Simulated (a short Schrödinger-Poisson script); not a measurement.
Structure: gated Al0.33Ga0.67N/GaN polarisation-induced gas, at 300 K.

| layer | material | thickness (nm) | Na (cm⁻³) |
|---|---|---|---|
| 1 | Al0.33Ga0.67N | 15 | - |
| 2 | GaN | 6000 | 2e15 |

The device is made up for the run: typed textbook-type constants, with dimensions and the other settings drawn at random. Al0.33Ga0.67N: permittivity 9.3, conduction-band edge (eV) 0.462, gap (eV) 4.09, electron mass (mₑ) 0.24, Nv at 300 K (cm⁻³) 4.6e19. GaN: permittivity 9.5, conduction-band edge (eV) 0, gap (eV) 3.43, Nv at 300 K (cm⁻³) 4.6e19.

Channel valleys (confinement mass, in-plane density-of-states mass, number): Γ 0.2, 0.2, 1. At the gate the conduction-band edge of layer 1 lies 1.27 eV − eVg above the Fermi level of the channel; the field vanishes at the back. Sheet of polarisation charge: +1.6e13 e/cm² at 15 nm from the gate. The barrier under the gate holds no holes. Gaps are held at their typed values at every temperature. Mesh 0.08 nm at interfaces.

From a short Schrödinger-Poisson script (our own, NumPy): 1D Poisson equation in equilibrium, electrons quantum, Hartree plus LDA exchange-correlation (BenDaniel-Duke, 40 states a valley, the channel's in-plane mass for all, wave functions free to enter the barrier), parabolic valleys, classical holes, full ionisation, no traps, pinning or gate leakage.

Q: List the lowest subbands of each valley and their electrons at Vg = 0.5 V.

A: 
```tsv
valley	subband	energy from the Fermi level (meV)	electrons (cm⁻²)	share (%)
Γ	0	-143.4	1.20e13	89.2
Γ	1	8.3	1.18e12	8.8
Γ	2	62.2	1.86e11	1.4
```

All electrons: 1.34e13 cm⁻².
